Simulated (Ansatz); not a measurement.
**bcc Mo (0 0 1) on polar orthorhombic HfO2 (1 0 0) (film strained to the substrate, started from cuts of the bulks and a machine-learned relaxation; slabs Hf24O44 and Mo30, which can lie off the formulas)**

A periodic stack without vacuum, bcc Mo (0 0 1) on polar orthorhombic HfO2 (1 0 0) (film strained to the substrate, started from cuts of the bulks and a machine-learned relaxation; slabs Hf24O44 and Mo30, which can lie off the formulas): substrate slab Hf24O44, film Mo30, surface cells [[-1, 1], [-1, -1]] and [[-2, 1], [-1, -2]], film strained by +1.4 and +2.1 %, outermost planes O/O and Mo/Mo as cut, which need not be the usual terminations and can put a slab off its formula.

The start was prepared with a machine-learned potential, and the result is one local minimum, with the in-plane cell held and forces under 0.04 eV/Å; the film can end far from its bulk form.

All values below come from PBE (plane waves to 420 eV, PAW; Ansatz, an electronic-structure program). Scalar-relativistic, without spin–orbit coupling; the runs are not spin-polarised; PBE gaps are too small against experiment. Its k-point mesh 4×4×1, Fermi–Dirac width 0.05 eV.

| Quantity | Value |
|---|---|
| interface area | 51.7 Å² |
| period | 25.58 Å |
| heights between the nearest atoms of the two slabs at the two interfaces | 1.43 and 1.42 Å |
| Hf–Mo contacts across the interfaces within 1.22 times the sum of covalent radii | 34, mean 3.28 Å |
| Mo–O contacts across the interfaces within 1.22 times the sum of covalent radii | 8, mean 2.26 Å |

```
CELL_PARAMETERS angstrom
      7.19152    -0.00002     0.01101
     -0.04546     7.19134     0.02554
      0.33319     0.99018    25.58217
ATOMIC_POSITIONS crystal
  Hf 0.40248 0.02625 0.04537
  Hf 0.74661 0.43625 0.06200
  Hf 0.49720 0.69232 0.14937
  Hf 0.99497 0.18181 0.15076
  Hf 0.87866 0.90645 0.05329
  Hf 0.22294 0.44724 0.05198
  Hf 0.46978 0.17500 0.16711
  Hf 0.96947 0.66732 0.16636
  O  0.03046 0.91026 0.12728
  O  0.56839 0.41924 0.13168
  O  0.35077 0.68893 0.06329
  O  0.83829 0.17075 0.07919
  O  0.75047 0.10361 0.18807
  O  0.25202 0.59835 0.18183
  O  0.49306 0.31963 0.03916
  O  0.13974 0.96542 0.02409
  O  0.25777 0.20810 0.10422
  O  0.75995 0.69417 0.10040
  O  0.51550 0.95828 0.11598
  O  0.00523 0.45237 0.11079
  Hf 0.23270 0.92633 0.26952
  Hf 0.73194 0.42488 0.26929
  Hf 0.47813 0.66122 0.35947
  Hf 0.97789 0.16327 0.35988
  Hf 0.71809 0.91404 0.25557
  Hf 0.21761 0.41235 0.25594
  Hf 0.46237 0.14530 0.37386
  Hf 0.96185 0.64522 0.37290
  O  0.05453 0.88838 0.33868
  O  0.55560 0.38871 0.33777
  O  0.30793 0.64558 0.28973
  O  0.80705 0.14608 0.29150
  O  0.73846 0.06097 0.39563
  O  0.23498 0.56457 0.39336
  O  0.49248 0.33955 0.23488
  O  0.99670 0.83544 0.23383
  O  0.46075 0.91099 0.21697
  O  0.96223 0.41163 0.21633
  O  0.20639 0.15452 0.20656
  O  0.70535 0.66105 0.20496
  O  0.23836 0.18191 0.30918
  O  0.73888 0.67999 0.30856
  O  0.48796 0.92811 0.32028
  O  0.98828 0.43046 0.31959
  Hf 0.22814 0.89098 0.48067
  Hf 0.72879 0.37906 0.47845
  Hf 0.47279 0.60868 0.56677
  Hf 0.12955 0.19924 0.58377
  Hf 0.70332 0.87105 0.46254
  Hf 0.20541 0.38039 0.46165
  Hf 0.60649 0.07395 0.57630
  Hf 0.94590 0.61764 0.57663
  O  0.07791 0.85812 0.56228
  O  0.56706 0.34712 0.55048
  O  0.30366 0.61229 0.49684
  O  0.76370 0.10183 0.50190
  O  0.86600 0.12626 0.60485
  O  0.21605 0.48804 0.58977
  O  0.48838 0.31470 0.44104
  O  0.98896 0.80668 0.44655
  O  0.44364 0.87753 0.42415
  O  0.94525 0.37236 0.42230
  O  0.20085 0.13133 0.41216
  O  0.70198 0.63295 0.41198
  O  0.24607 0.14932 0.51299
  O  0.73432 0.63870 0.51770
  O  0.48947 0.87922 0.52875
  O  0.98781 0.39554 0.52458
  Mo 0.49894 0.39701 0.72104
  Mo 0.69598 0.99343 0.72167
  Mo 0.09682 0.19858 0.72101
  Mo 0.29670 0.79435 0.72222
  Mo 0.90188 0.59906 0.71959
  Mo 0.39449 0.09246 0.66946
  Mo 0.61365 0.71222 0.66596
  Mo 0.00107 0.90548 0.66092
  Mo 0.20894 0.50319 0.66919
  Mo 0.80002 0.30296 0.66622
  Mo 0.49066 0.37973 0.84268
  Mo 0.68974 0.98061 0.84256
  Mo 0.08999 0.17784 0.84396
  Mo 0.29078 0.77752 0.84554
  Mo 0.89207 0.57748 0.84348
  Mo 0.39162 0.08798 0.78647
  Mo 0.59447 0.68618 0.78480
  Mo 0.99475 0.88744 0.78362
  Mo 0.19471 0.48877 0.78674
  Mo 0.79439 0.28811 0.78448
  Mo 0.49469 0.35847 0.95990
  Mo 0.67988 0.94817 0.95938
  Mo 0.08266 0.15807 0.96238
  Mo 0.28502 0.75687 0.96873
  Mo 0.89807 0.56875 0.96264
  Mo 0.38688 0.06982 0.90824
  Mo 0.58667 0.66622 0.90702
  Mo 0.98604 0.86609 0.90647
  Mo 0.19223 0.47051 0.90999
  Mo 0.78961 0.26915 0.90711
```
